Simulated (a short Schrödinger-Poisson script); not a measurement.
System: MOS inversion layer, SiO2 on p-type Si(100), at 400 K.

```tsv
layer	material	thickness (nm)	Na (cm⁻³)
1	SiO2	1.6	-
2	Si	450	9e17
```

Constants are typed, rounded textbook-type inputs, not results; the design itself was drawn at random and stands for no fabricated device. SiO2: permittivity 3.9, conduction-band edge (eV) 3.15, gap (eV) 9, electron mass (mₑ) 0.5. Si: permittivity 11.7, conduction-band edge (eV) 0, gap (eV) 1.124, Nv at 300 K (cm⁻³) 3.1e19.

Channel valleys (confinement mass, in-plane density-of-states mass, number): Δ2 0.916, 0.19, 2; Δ4 0.19, 0.417, 4. At the gate the conduction-band edge of layer 1 lies 3.53 eV − eVg above the Fermi level of the channel; the field vanishes at the back. Gaps are held at their typed values at every temperature. Mesh 0.03 nm at interfaces.

From a short Schrödinger-Poisson script (our own, NumPy): 1D Poisson equation in equilibrium, electrons classical, Fermi-Dirac, parabolic valleys, classical holes, full ionisation, no traps, pinning or gate leakage.

The same stack at other levels of the model or other numerical settings:

| run | sheet density of all electrons at Vg = 1.35 V (cm⁻²) | sheet density of all electrons at Vg = 0.75 V (cm⁻²) | capacitance at Vg = 1.35 V (μF/cm²) | centroid of the channel electrons at Vg = 1.35 V (nm) | rough cost against the base |
|---|---|---|---|---|---|
| base | 8.39e12 | 1.74e12 | 1.88 | 0.58 | about 1 |
| electrons treated as classical, Boltzmann | 8.77e12 | 1.79e12 | 1.99 | [?] | 0.2 |
| electrons treated as quantum, Hartree | 6.87e12 | 1.01e12 | [?] | 1.39 | 6 |
| mesh six times as coarse | 8.21e12 | [?] | 1.85 | 0.66 | 0.3 |

Question: Some entries are withheld; supply them.

Answer: 
- electrons treated as quantum, Hartree, capacitance at Vg = 1.35 V (μF/cm²): 1.72
- mesh six times as coarse, sheet density of all electrons at Vg = 0.75 V (cm⁻²): 1.68e12
- electrons treated as classical, Boltzmann, centroid of the channel electrons at Vg = 1.35 V (nm): 0.45

The classical rows ignore confinement, and Boltzmann statistics overrate the density once the band edge passes the Fermi level.
